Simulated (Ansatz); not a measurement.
We consider InSe (P-6m2, No. 187; cell taken from a computed entry), described by r²SCAN (Ansatz, a quantum-chemistry and plane-wave program, PAW).

Run with plane-wave cutoff 560 eV, 12×12×2 k mesh (along the axes of the cell as run), Fermi–Dirac smearing 0.01 eV, scalar-relativistic PAW data made under PBE.

Cell (relaxed with PBEsol):

InSe is modelled in the hexagonal space group P-6m2 (No. 187), Pearson symbol hP8. Conventional cell: a = 4.0081 Å, b = 4.0081 Å, c = 16.8713 Å, α = 90.00°, β = 90.00°, γ = 120.00°. In1 on 2g is surrounded by 3 Se at 2.643 Å (trigonal pyramidal). In2 on 2h is coordinated by 3 Se at 2.643 Å (trigonal pyramidal). Se1 on 2i is coordinated by 3 In at 2.643 Å (trigonal pyramidal). Se2 on 2h is coordinated by 3 In at 2.643 Å (trigonal pyramidal). (Neighbours: up to the widest gap in distance over summed covalent radii, below 1.35, at either atom; cation-cation and far metal-metal contacts left out.)

### Question
Estimate the band gap that the calculation returns.

### Answer

- band gap = 0.90 eV

Note: the cell comes from a level without a dispersion term, which matters for the spacing of layers, chains or molecules; cell and atoms aren't relaxed at this level (largest force component 0.08 eV/Å, pressure 0.9 GPa); this cell isn't known to be the ambient phase, and symmetry holds it in the calculation; the cell has widely spaced layers and the level no dispersion term, so their spacing and the moduli can rest on weak binding.

Spin–orbit coupling is not included.

Static lattice: no zero-point or thermal effects.
